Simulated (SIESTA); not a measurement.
Band structure of PbS (Fm-3m, 2 atoms in the cell).

```
PbS
1.0
    0.00000     2.93080     2.93080
    2.93080     0.00000     2.93080
    2.93080     2.93080     0.00000
Pb S
1 1
Direct
  0.00000   0.00000   0.00000
  0.50000   0.50000   0.50000
```

Level of theory: GGA PBE, numerical atomic orbitals TZP, PseudoDojo PBE standard norm-conserving potentials (rewritten from UPF to PSML) in SIESTA 5.4.2.

Settings: XC.functional = GGA; XC.authors = PBE; potentials = PseudoDojo PBE standard; PAO.BasisSize = TZP; PAO.EnergyShift = 0.005 Ry; MeshCutoff = 300 Ry; kgrid.MonkhorstPack = 5 5 5; OccupationFunction = FD; ElectronicTemperature = 116.05 K; MaxSCFIterations = 150; SCF.Mixer.Method = Pulay; SCF.Mixer.Weight = 0.1; SCF.Mixer.History = 6; SCF.DM.Tolerance = 1.0E-04.

The starting cell has typed, rounded lattice constants, without a prior relaxation at this level. Its lattice was rescaled by a random factor within 2.5 % of one. Spin-orbit coupling is off. Values carry the incompleteness of an atom-centred basis.

Predict the gap along the standard path and the places of the band edges.

The gap along the path is 0.34 eV, direct at L to within 0.01 eV.

Levels in eV from the top of the valence band on the path, bands 7 to 11:
| point | 7 | 8 | 9 | 10 | 11 |
|---|---|---|---|---|---|
| Γ | -6.06 | -2.33 | -2.33 | -2.33 | 5.29 |
| X | -7.37 | -5.55 | -3.69 | -3.69 | 3.72 |
| W | -8.19 | -4.74 | -4.74 | -1.12 | 2.13 |
| K | -8.23 | -5.11 | -3.16 | -2.66 | 3.35 |
| L | -9.16 | -1.94 | -1.94 | 0.00 | 0.34 |
| U | -8.23 | -5.11 | -3.16 | -2.66 | 3.35 |

Higher empty bands are left out: an atom-centred basis made for the valence describes them poorly.
